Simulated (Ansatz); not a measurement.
Consider AlN in the wurtzite structure (space group P6_3mc, No. 186; a = 3.114 Å, c = 4.984 Å).

Level of theory: plane-wave PAW DFT at the PBEsol level (Ansatz, a program for electronic structure, 420 eV), no spin-orbit coupling.

Base values:

| Quantity | Result |
|---|---|
| Shortest interatomic distance | 1.892 Å |
| Smallest direct gap | 4.09 eV |
| Valence-band top at Γ | 0.00, -0.22, -0.22 eV |

Perturbation: P takes the place of N on all its sites, then cell and atoms are relaxed.

Problem. Estimate the effect on the shortest interatomic distance, smallest direct gap and valence-band top at Γ.

Solution. The shortest interatomic distance grows by 0.4748 Å, from 1.892 Å to 2.366 Å; the smallest direct gap falls by 1.765 eV, from 4.09 eV to 2.33 eV; the valence-band top at Γ (three highest levels, from the VBM) becomes 0.00, 0.00, -0.12 eV (base: 0.00, -0.22, -0.22 eV).

Whether these cells are dynamically stable was not tested. For AlP in this form, whether it has been made was not checked. This is not the structure that AlP has at room temperature and ambient pressure.
